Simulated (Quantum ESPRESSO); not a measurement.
Parameter sweep on YSi2Au2 (I4/mmm, 5 atoms in the cell)

```xyz
5
Lattice="-2.1199 2.1199 5.1040 2.1199 -2.1199 5.1040 2.1199 2.1199 -5.1040" Properties=species:S:1:pos:R:3 pbc="T T T"
Y      0.0000     0.0000     0.0000
Si     0.0000     0.0000     3.9615
Si     0.0000     0.0000     6.2465
Au     2.1199     0.0000     2.5520
Au     0.0000     2.1199     2.5520
```

Base run A: Quantum ESPRESSO with PBEsol, GBRV 1.5 ultrasoft (PBESOL) pseudopotentials, self-consistent single point.

Its settings: ecutwfc = 40 Ry; ecutrho = 320 Ry; occupations = smearing; smearing = marzari-vanderbilt; degauss = 0.0073499 Ry; potentials = {Y: y_pbesol_v1.4.uspp.F.UPF, Si: si_pbesol_v1.uspp.F.UPF, Au: au_pbesol_v1.uspp.F.UPF}; K_POINTS = automatic 7 7 7 1 1 1; conv_thr = 1e-09 Ry; mixing_beta = 0.4.

The starting cell comes from a database of computed structures (which also holds hypothetical and non-ambient phases and stackings), without a prior relaxation at this level.

ΔF is the free energy per atom less that of run A. 

Run A gave: pressure (GPa) -2.69; largest force (eV/Å) 0.292; iterations 13.

Runs:
- B: mixing_beta, mixing_mode = 0.2, plain
- C: mixing_beta, mixing_mode = 0.5, plain
- D: mixing_beta, mixing_mode = 0.2, TF
- E: mixing_beta, mixing_mode = 0.5, TF
- F: mixing_beta, mixing_mode = 0.2, local-TF
- G: mixing_beta, mixing_mode = 0.5, local-TF

### Question
Which runs reach the base run's state, and which is quickest in iterations?

### Answer
Runs B, C, D, E, F, G ended on the same solution as A (within 1 meV/atom). The fewest iterations to that state were 11 (C); the most were 19.

```
run  ΔF (meV/atom)  pressure (GPa)  largest force (eV/Å)  iterations
---  -------------  --------------  --------------------  ----------
A             0.00           -2.69                 0.292          13
B             0.00           -2.69                 0.292          15
C             0.00           -2.68                 0.292          11
D             0.00           -2.68                 0.292          19
E             0.00           -2.69                 0.292          13
F             0.00           -2.69                 0.292          18
G             0.00           -2.69                 0.292          13
```
